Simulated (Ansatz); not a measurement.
Consider CdS in the zinc blende structure (space group F-43m, No. 216; a = 5.824 Å). Axes: x, y, z lie along the cube axes.

One thing is altered: biaxial strain +0.71 %, plane normal [001], relaxed out of plane (Cartesian); in-plane vectors clamped, the third vector and the atoms free.

Levels (all Ansatz, an electronic-structure program, PAW): PBEsol (420 eV, scalar-relativistic without spin-orbit coupling); r2SCAN (500 eV, scalar-relativistic without spin-orbit coupling); HSE06 (420 eV, scalar-relativistic without spin-orbit coupling).

One geometry, relaxed with PBEsol, under each level:

| level | band gap | lowest conduction level above the VBM at special points | electron mass | hole mass | pressure |
|---|---|---|---|---|---|
| PBEsol | 0.97 eV | Γ 0.97 eV; N 2.85 eV; M 3.32 eV; X 3.38 eV | 0.11 mₑ (at Γ) | 0.12 mₑ out of plane, 0.74 mₑ in plane (at Γ) | -0.22 GPa |
| r2SCAN | ? | ? | ? | ? | ? |
| HSE06 | 2.13 eV | Γ 2.13 eV; N 4.07 eV; M 4.38 eV | – | – | – |

### Question
Give the withheld r2SCAN results.

### Answer

- r2SCAN, band gap: 1.56 eV
- r2SCAN, lowest conduction level above the VBM at special points: Γ 1.56 eV; N 3.45 eV; M 3.77 eV; X 3.84 eV
- r2SCAN, electron mass: 0.15 mₑ (at Γ)
- r2SCAN, hole mass: 0.17 mₑ out of plane, 0.75 mₑ in plane (at Γ)
- r2SCAN, pressure: 1.52 GPa

Single points use the geometry relaxed with PBEsol. Their cutoffs differ, which shifts pressures a little. Effective masses come from finite differences of ±0.01 Å⁻¹. Whether these cells are dynamically stable was not tested. Labels are those of the standard path for the cell's own space group.
